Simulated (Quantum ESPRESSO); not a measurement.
**Short convergence ladders for NaF (Fm-3m, 2 atoms in the cell)**

```yaml
crystal:
  lattice:
    - [-2.32194, 0.00000, 2.32194]
    - [0.00000, 2.32194, 2.32194]
    - [-2.32194, 2.32194, 0.00000]
  atoms:
    - { symbol: Na, position: [0.00000, 0.00000, 0.00000] }
    - { symbol: F, position: [0.50000, 0.50000, 0.50000] }
```

Base method: PBE, SSSP 1.1.2 precision (PBE) pseudopotentials (plane waves; Quantum ESPRESSO 7.5).

Base settings: ecutwfc = 75 Ry; occupations = smearing; smearing = fermi-dirac; degauss = 0.000734986 Ry; potentials = {Na: Na_ONCV_PBE-1.0.oncvpsp.upf, F: F.oncvpsp.upf}; K_POINTS = automatic 9 9 9 0 0 0; conv_thr = 1e-08 Ry.

**Zone-centre phonons against the mesh**

In this ladder: occupations = fixed; smearing = default; degauss = default; nbnd = 10; ph.x.tr2_ph = 1e-14; ph.x.fildyn = dyn.G; ph.x.epsil = true; dynmat.x.fildyn = dyn.G; dynmat.x.asr = crystal.

Frequencies are those of the unrelaxed cell, without the LO-TO term of polar crystals.

Only quantities that move along the ladder and can be compared are tabulated.

```csv
K_POINTS,highest zone-centre frequency (cm⁻¹),largest Born charge (mean of the diagonal) (e),mean ε∞
automatic 3 3 3 0 0 0,248.1,1.029,1.911
automatic 5 5 5 0 0 0,249.7,1.016,1.885
automatic 8 8 8 0 0 0,248.4,1.016,1.886
automatic 12 12 12 0 0 0,248.6,1.016,1.887
automatic 14 14 14 0 0 0,248.5,1.016,1.887
```

Coarsest K_POINTS that holds the mean ε∞ within 0.01 of the last step, with all finer ones: automatic 5 5 5 0 0 0; the step before is off by 0.024.

Coarsest K_POINTS that holds the largest Born charge (mean of the diagonal) within 0.005 e of the last step, with all finer ones: automatic 5 5 5 0 0 0; the step before is off by 0.013 e.

Coarsest K_POINTS that holds the highest zone-centre frequency within 1 cm⁻¹ of the last step, with all finer ones: automatic 8 8 8 0 0 0; the step before is off by 1.2 cm⁻¹.

**The dielectric constant against the mesh**

In this ladder: occupations = fixed; smearing = default; degauss = default; nbnd = 10; ph.x.tr2_ph = 1e-14; ph.x.trans = false; ph.x.epsil = true; ph.x.zeu = true.

Only quantities that move along the ladder and can be compared are tabulated.

```tsv
K_POINTS	largest Born charge (mean of the diagonal) (e)	mean ε∞
automatic 3 3 3 0 0 0	1.029	1.911
automatic 4 4 4 0 0 0	1.017	1.887
automatic 5 5 5 0 0 0	1.016	1.885
automatic 8 8 8 0 0 0	1.016	1.886
automatic 12 12 12 0 0 0	1.016	1.887
automatic 18 18 18 0 0 0	1.016	1.887
```

Coarsest K_POINTS that holds the largest Born charge (mean of the diagonal) within 0.005 e of the last step, with all finer ones: automatic 4 4 4 0 0 0; the step before is off by 0.013 e.

Coarsest K_POINTS that holds the mean ε∞ within 0.02 of the last step, with all finer ones: automatic 4 4 4 0 0 0; the step before is off by 0.024.

On the base run: the starting cell has typed, rounded lattice constants, without a prior relaxation at this level. Its lattice was rescaled by up to half a per cent.
